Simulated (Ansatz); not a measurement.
## AlZnNO (model structure, started from the AlSiCN type, P3m1, No. 156, 4 atoms in the cell)

Method: PBE0 (Ansatz, a quantum-chemistry and plane-wave program, PAW).

Settings: plane-wave cutoff 460 eV, 9×9×6 k mesh (along the axes of the cell as run), Fermi–Dirac smearing 0.01 eV, scalar-relativistic PAW data made under PBE.

Cell (relaxed with PBEsol):

AlZnNO is taken in the trigonal space group P3m1 (No. 156), Pearson symbol hP4. Conventional cell: a = b = 3.138 Å, c = 5.145 Å, α = β = 90.00°, γ = 120.00°. Al on 1b is surrounded by 1 O at 1.821 Å and 3 N at 1.887 Å (tetrahedral). Zn on 1c sees 1 N at 1.958 Å and 3 O at 1.998 Å (tetrahedral). O on 1b sees 1 Al at 1.821 Å and 3 Zn at 1.998 Å (tetrahedral). N on 1c has 3 Al at 1.887 Å and 1 Zn at 1.958 Å (tetrahedral). (Neighbours: up to the widest gap in distance over summed covalent radii, below 1.35, at either atom; cation-cation and far metal-metal contacts left out.)

For AlZnNO (model structure, started from the AlSiCN type, P3m1, No. 156, 4 atoms in the cell), the band gap is 4.55 eV (on the SCF k mesh).

Note: the relaxation could raise the start's symmetry but not lower it, so the cell can be a saddle point; cell and atoms aren't relaxed at this level (largest force component 0.19 eV/Å).

Computed values are for the static lattice.

The result took about 2.7 core-minutes (a rough figure).

A model structure was made by putting elements into a prototype or built by hand; it is no filed structure, need not be a known phase, and can be a saddle point held by its symmetry.
